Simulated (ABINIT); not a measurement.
Worked example: self-consistent single point of BaAlGeH (P3m1, 4 atoms in the cell) in ABINIT.

Method of the run: PBEsol, norm-conserving pseudopotentials (PseudoDojo nc-sr-04 PBEsol standard) (plane waves; ABINIT).

```
CELL_PARAMETERS angstrom
      4.40073     0.00000     0.00000
     -2.20036     3.81114     0.00000
      0.00000     0.00000     5.27210
ATOMIC_POSITIONS crystal
  Ba 0.33333 0.66667 0.09902
  Al 0.00000 0.00000 0.64135
  Ge 0.66667 0.33333 0.55274
  H  0.00000 0.00000 0.97289
```

Reference input (self-consistent single point, DFT, LDA (PW92), plane waves, norm-conserving pseudopotentials (PseudoDojo nc-sr-04 LDA standard)): pseudos = [Ba.upf, Al.upf, Ge.upf, H.upf]; ecut = 1061 eV; ixc = 7; occopt = 3; tsmear = 0.00036749 Ha; ngkpt = 5 5 3; nshiftk = 1; shiftk = 0 0 0; potentials = PseudoDojo nc-sr-04 LDA standard; nband = 19; kptopt = 1; nstep = 50. This run's input differs from it in these lines:

```diff
@@ -1,2 +1,2 @@
-# BaAlGeH, PseudoDojo nc-sr-04 LDA standard
+# BaAlGeH, PseudoDojo nc-sr-04 PBEsol standard
 pp_dirpath "./"
@@ -18,3 +18,3 @@
 ecut 1061 eV
-ixc 7
+ixc -116133
 occopt 3
```

Its files differ too (potentials: PseudoDojo nc-sr-04 LDA standard → PseudoDojo nc-sr-04 PBEsol standard).

Output (repeated stretches shortened):

```
--- !BeginCycle
solver: {iscf: 7, nstep: 50, nline: 4, wfoptalg: 0, }
tolerances: {tolvrs: 1.00E-12, }
...

     iter   Etot(hartree)      deltaE(h)  residm     vres2
 ETOT  1  -117.47181486046    -1.175E+02 8.268E-01 2.193E+03
 ETOT  2  -119.78766736636    -2.316E+00 2.537E-02 3.338E+03
 ETOT  3  -120.10070767681    -3.130E-01 5.560E-03 6.842E+02
 ETOT  4  -120.17489138533    -7.418E-02 9.851E-03 3.769E+01
 ETOT  5  -120.17905191873    -4.161E-03 2.425E-03 7.889E-01
   [... 14 lines left out ...]
 ETOT 20  -120.17923451066     1.421E-12 5.222E-04 4.209E-11
 ETOT 21  -120.17923451066    -2.970E-12 6.115E-04 1.128E-12
 ETOT 22  -120.17923451066     4.292E-12 4.751E-04 1.404E-11
 ETOT 23  -120.17923451066    -6.466E-12 5.150E-04 1.394E-13
 At SCF step   23       vres2   =  1.39E-13 < tolvrs=  1.00E-12 =>converged.

 Cartesian components of stress tensor (hartree/bohr^3)
  sigma(1 1)=  1.01222584E-04  sigma(3 2)=  0.00000000E+00
  sigma(2 2)=  1.01222584E-04  sigma(3 1)=  0.00000000E+00
  sigma(3 3)=  9.71832778E-05  sigma(2 1)=  3.13631226E-14

 ----iterations are completed or convergence reached----

 reduced coordinates (array xred) for    4 atoms
       0.333333333300      0.666666666700      0.099020000000
      -0.000000000033      0.000000000033      0.641350000000
       0.666666666633      0.333333333367      0.552740000000
      -0.000000000033      0.000000000033      0.972890000000
 cartesian forces (eV/Angstrom) at end:
    1      0.00000000000000    -0.00000000000000     0.04946598619813
   [... lines left out ...]
 Fermi (or HOMO) energy (hartree) =   0.18922   Average Vxc (hartree)=  -0.34831
 Fermi (or HOMO) energy (eV) =   5.14899   Average Vxc (eV)=  -9.47810
   [... lines left out ...]
total_energy        : -1.20179234510661E+02
total_energy_eV     : -3.27024328227057E+03
band_energy         : -9.52563465623283E+00
...

-Cartesian components of stress tensor (GPa)         [Pressure= -2.9385E+00 GPa]
- sigma(1 1)=  2.97807073E+00  sigma(3 2)=  0.00000000E+00
- sigma(2 2)=  2.97807073E+00  sigma(3 1)=  0.00000000E+00
- sigma(3 3)=  2.85923027E+00  sigma(2 1)=  9.22734770E-10

 Calculation completed.
```

The run converged in 23 iterations. Against the reference run the pressure goes from -4.43 to -2.94 GPa, the largest force goes from 0.056 to 0.052 eV/Å and the gap on the mesh hardly changes (1.072 to 1.069 eV).

The starting cell comes from a database of computed structures (which also holds hypothetical and non-ambient phases and stackings), without a prior relaxation at this level. Its lattice was rescaled by a random factor within 2.5 % of one.

Cost on one core of a shared machine: roughly 80 s.
